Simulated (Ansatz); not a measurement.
# What pressure 9 GPa does to Cu

Start from Cu in the fcc (Cu type) structure (space group Fm-3m, No. 225; a = 3.518 Å).

It is then changed as follows: cell and atoms relaxed at a pressure of 9 GPa.

The values are results of DFT with LDA, PAW potentials and a 420 eV plane-wave cutoff in Ansatz (an electronic-structure program), spin-orbit coupling left out, not measurements. Γ-centred 23×23×23 mesh, Fermi–Dirac width 0.05 eV.

The volume per atom shrinks by 0.456 Å³ (10.88 Å³ → 10.43 Å³) and the density grows by 0.424 g/cm³ to 10.12 g/cm³. The lattice parameter a falls by 0.050 Å, from 3.518 Å to 3.468 Å and the shortest interatomic distance decreases by 0.0352 Å to 2.452 Å. The band gap remains zero.

Cost of the whole job for the changed cell (relaxation, final SCF and bands): around 17 core-seconds (rough).

Load acts through the strain it causes; cell and atoms are relaxed under it. No phonon test of stability was made. Competing high-pressure phases were not computed. All final runs are without spin polarisation.
